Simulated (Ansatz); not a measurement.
Ni on the 1x1 (110) surface of rutile TiO2 (cut with top plane O), one in a 2x1 cell, energies for each (38.9 Å²). Energies are against an atom of fcc Ni, ferromagnetic, without zero-point or thermal terms; each row is named by its start.

Host crystal: rutile TiO2, with a band gap (PBE, scalar-relativistic without spin-orbit coupling).

All values below come from PBE (plane waves to 420 eV, PAW; Ansatz, an electronic-structure program).

Set-up: 49 atoms, 12.7 Å thick at the start under the adsorbate; mesh 4x3x1; 0.01 eV smearing; dipole correction on; 24 atoms held, the rest relaxed; each run with such symmetry as its start has; spin-polarised, no spin-orbit, no U, no dispersion correction.

A negative adsorption energy means that the adsorbate is more stable on the surface than in its reference. Starts that drift may end in the same place. Heights count from the host atoms within 0.3 Å of the top one. Moments of ungapped slabs depend on the mesh.

```csv
starting site,E_ads (eV),height (Å),nearest host atom (Å),bonded to,change of the vacuum step (eV),lateral drift (Å),moment (μB)
top O,3.42,1.77,O 1.74,O + 2 Ti,-1.86,0.0,0.2
over Ti at depth 1.1 Å,2.32,0.92,O 1.81,2 O + Ti,-1.32,0.0,0.0
over O at depth 1.2 Å,2.32,0.92,O 1.81,2 O + Ti,-1.33,2.0,0.0
```
